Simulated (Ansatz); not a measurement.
Worked example: self-consistent single point of LuC2 (I4/mmm, 3 atoms in the cell) in Ansatz (an electronic-structure program).

Method: PBEsol, default PAW files made with PBE (plane waves; Ansatz).

```xyz
3
Lattice="-1.7830 1.7830 3.0290 1.7830 -1.7830 3.0290 1.7830 1.7830 -3.0290" Properties=species:S:1:pos:R:3 pbc="T T T"
Lu     0.0000     0.0000     0.0000
C      0.0000     0.0000     3.6828
C      0.0000     0.0000     2.3751
```

Reference input (self-consistent single point, DFT, PBEsol, plane waves, default PAW files made with PBE): kpoints.mp_grid.grid = 9 9 9; hamiltonian.xc = pbesol; hamiltonian.pseudopotentials = {kind: paw} (the program's default PAW files); scf.occupations.method = gaussian; scf.occupations.width = 0.02 Ry. This run's input differs from it in these lines:

Ansatz 0.2 input:
```diff
@@ -10,3 +10,3 @@
 kpoints:
-  mp_grid: { grid: [9, 9, 9] }
+  mp_grid: { grid: [12, 12, 12] }
 hamiltonian:
```

Output (repeated stretches shortened):

```
SCF iter   1: F=—  HF=-15105.378853 eV  |F-HF|=—  |Δ(HF+E_count)|=         —  Δρ=7.61e-3  dr2=2.86e-2  ethr=1.77e-3  ⟨swp⟩=5.5  Hψ=18512  notcnv=0
all-band conjugate gradients solve this SCF's bands
preconditioner: auto → Kerker (q_TF=auto, 2.659 Å⁻¹)
SCF iter   2: F=—  HF=-15105.369528 eV  |F-HF|=—  |Δ(HF+E_count)|=   9.33e-3  Δρ=3.63e-3  dr2=6.97e-3  ethr=8.67e-5  ⟨swp⟩=2.0  Hψ=7623  notcnv=0
   [... lines left out ...]
SCF iter   5: F=—  HF=-15105.368005 eV  |F-HF|=—  |Δ(HF+E_count)|=   5.36e-5  Δρ=3.54e-4  dr2=4.73e-5  ethr=4.14e-7  ⟨swp⟩=2.5  Hψ=7266  notcnv=0
SCF iter   6: F=—  HF=-15105.367999 eV  |F-HF|=—  |Δ(HF+E_count)|=   5.84e-6  Δρ=7.06e-5  dr2=2.84e-6  ethr=1.43e-7  ⟨swp⟩=2.6  Hψ=6293  notcnv=0
SCF iter   7: F=—  HF=-15105.367999 eV  |F-HF|=—  |Δ(HF+E_count)|=   7.01e-7  Δρ=2.26e-5  dr2=2.71e-7  ethr=8.61e-9  ⟨swp⟩=2.3  Hψ=6203  notcnv=0
SCF iter   8: F=-15105.367999 eV  HF=-15105.367999 eV  |F-HF|=1.54e-9  |Δ(HF+E_count)|=   7.20e-8  Δρ=5.66e-6  dr2=1.07e-8  ethr=3.03e-10  ⟨swp⟩=9.5  Hψ=23117  notcnv=0
SCF 1 converged in 8 iterations: F = -15105.367999 eV  dr2 = 1.07e-8
Free energy (F): -15105.367999 eV
Internal energy: -15105.339739 eV  (E = F + TS)
E sigma→0 (E₀):  -15105.353869 eV
Entropy (-TS):   -0.028259 eV (-9.420 meV/atom)
Fermi energy:    14.187378 eV
--- Forces (eV/Å), atoms counted from 1 ---
  atom   1  Lu     0.00000000     0.00000000     0.00000000
  atom   2  C      0.00000000    -0.00000000     0.04236109
  atom   3  C      0.00000000    -0.00000000    -0.04236109
--- Stress (GPa, compression-positive) ---
       -4.586054       0.000000      -0.000000
        0.000000      -4.586054      -0.000000
       -0.000000      -0.000000      -5.888919
  P = ⅓ Tr σ = -5.0203 GPa (-50.203 kbar)
  The stress holds the Pulay correction. Without it, at fixed plane waves, as pw.x and ABINIT print it: P = -5.3149 GPa
```

The run converged in 8 iterations. Against the reference run the free energy is nearly the same (within 1 meV/atom), the pressure moves little (-5.06 to -5.02 GPa) and the largest force goes from 0.031 to 0.042 eV/Å.

The starting cell comes from a database of computed structures (which also holds hypothetical and non-ambient phases and stackings), without a prior relaxation at this level. With a pressure of about -5 GPa the cell is away from its equilibrium volume at this level. Ansatz's pressure includes its estimate of the finite-basis (Pulay) stress.
